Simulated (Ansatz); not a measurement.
Seebeck coefficient (μV/K, mean over directions) of n-type CdS (P6_3mc) against carrier density, r2SCAN with spin-orbit coupling, rigid bands run with Ansatz (a first-principles code). Computed gap 1.62 eV; densities at which minority carriers matter at this gap, or further valleys turn the trend, are left out. Conductivity mass 0.169 mₑ (harmonic mean over directions), N_c = 1.7e18 cm⁻³ at 300 K.

```json
[
 {"electron density": "1e16 cm⁻³", "300 K": "-654", "500 K": "-723"},
 {"electron density": "1e17 cm⁻³", "300 K": "-456", "500 K": "-525"},
 {"electron density": "1e18 cm⁻³", "300 K": "-262", "500 K": "-328"},
 {"electron density": "3e18 cm⁻³", "300 K": "-177", "500 K": "-238"},
 {"electron density": "1e19 cm⁻³", "300 K": "[?]", "500 K": "-149"},
 {"electron density": "3e19 cm⁻³", "300 K": "-53", "500 K": "-86"},
 {"electron density": "1e20 cm⁻³", "300 K": "[?]", "500 K": "-45"},
 {"electron density": "3e20 cm⁻³", "300 K": "-15", "500 K": "-25"},
 {"electron density": "1e21 cm⁻³", "300 K": "-9", "500 K": "-14"}
]
```

Question: Some entries are withheld; supply them.

Answer: 
- 1e19 cm⁻³, 300 K: -100
- 1e20 cm⁻³, 300 K: -27

Rigid bands with a gap fixed in temperature, one relaxation time for all states, no polarons or phonon drag, and whether or not such doping can be reached.
